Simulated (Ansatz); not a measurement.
Base system: CdSe in the wurtzite structure (space group P6_3mc, No. 186; a = 4.383 Å, c = 7.155 Å).

One thing is altered: a hydrostatic pressure of 18 GPa.

Levels (all Ansatz, an electronic-structure program, PAW, earlier PAW set): PBE (420 eV, no spin-orbit coupling); r2SCAN (500 eV, no spin-orbit coupling); HSE06 (420 eV, spin-orbit coupling left out); PBE+SOC (420 eV, with spin-orbit coupling).

At the geometry relaxed with PBE, these levels gave the following band gaps, in shuffled order: (a) 1.47 eV, (b) 1.94 eV, (c) 0.83 eV, (d) 0.95 eV.

Match each gap to its level.

(a) r2SCAN; (b) HSE06; (c) PBE+SOC; (d) PBE.

Single points use the geometry relaxed with PBE. The spin-orbit shifts are approximate. Load acts through the strain it causes; cell and atoms are relaxed under it. Whether these cells are dynamically stable was not tested. Measured, CdSe leaves this structure (for rock salt) near 2.72 GPa (temperature not stated; as listed in Datta, Sujoy, Jana, Debnarayan, arXiv (2020)), on rising pressure, with hysteresis.
